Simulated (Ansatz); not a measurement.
Functionals compared on CH3 on the 1x1 (111) surface of fcc Al, one in a 2x2 cell, started at the site 'bridge Al-Al (span 2.9 Å)', in Ansatz (plane waves, PAW). The structure was relaxed with PBE; the other rows are single points on it, each with its references at the same level. Cutoff 420 eV (500 eV for r2SCAN).

Slab: 20 atoms, 7.0 Å thick at the start under the adsorbate (thin: gaps and levels are the slab's own); k 6x6x1, smearing 0.1 eV, dipole-corrected; 8 atoms held, the rest relaxed; no symmetry held; spin-polarised, no spin-orbit, no U, no dispersion correction. The starting moment vanished. At the end it is bonded to Al. In PBE it is, or lies within 0.03 eV of, the lowest of the starts that converged. These notes are the PBE run's. r2SCAN: The program's check for a lower electronic state was not made. Adsorption energies are against CH4(g) − ½ H2(g). A negative adsorption energy means that the adsorbate is more stable on the surface than in its reference.

```json
[
 {"functional": "PBE", "adsorption energy (eV)": "0.64", "work function of the top face (eV)": "4.29", "change of the work function (eV)": "0.26", "magnetic moment of the cell (μB)": "0.00", "rough cost of the single point": "–"},
 {"functional": "RPBE", "adsorption energy (eV)": "(withheld)", "work function of the top face (eV)": "(withheld)", "change of the work function (eV)": "(withheld)", "magnetic moment of the cell (μB)": "0.00", "rough cost of the single point": "about 3 core-minutes (a rough figure)"},
 {"functional": "r2SCAN", "adsorption energy (eV)": "0.61", "work function of the top face (eV)": "4.37", "change of the work function (eV)": "0.29", "magnetic moment of the cell (μB)": "0.00", "rough cost of the single point": "very roughly 8 core-minutes"}
]
```

Q: Some entries are withheld; supply them.

A: 
- RPBE, adsorption energy (eV): 0.72
- RPBE, work function of the top face (eV): 4.25
- RPBE, change of the work function (eV): 0.29

Ansatz is a program for electronic structure.
